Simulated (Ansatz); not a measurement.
The structure below was relaxed with PBEsol (Ansatz, an electronic-structure program; PAW; 420 eV plane waves; no spin-orbit coupling), at pressure −2 GPa.

Space group P6₃/mmc (No. 194); a = 2.7339 Å, b = 2.7339 Å, c = 4.3125 Å, α = 90.00°, β = 90.00°, γ = 120.00°

```tsv
atom	site	symmetry	x	y	z
Os	2d	-6m2	0.6667	0.3333	0.2500
```

Q: Write out a cell with all atoms.

A: 
```
Os
1.0
    2.73390     0.00000     0.00000
   -1.36695     2.36763     0.00000
    0.00000     0.00000     4.31253
Os
2
Cartesian
  0.00000   1.57842   3.23439
  1.36695   0.78921   1.07813
```
This is the conventional cell.

Load acts through the strain it causes; cell and atoms are relaxed under it. No phonon test of stability was made. The final runs are not spin-polarised. The cell was made from Os in the hcp (Mg type) structure (space group P6_3/mmc, No. 194) by this change: pressure −2 GPa.
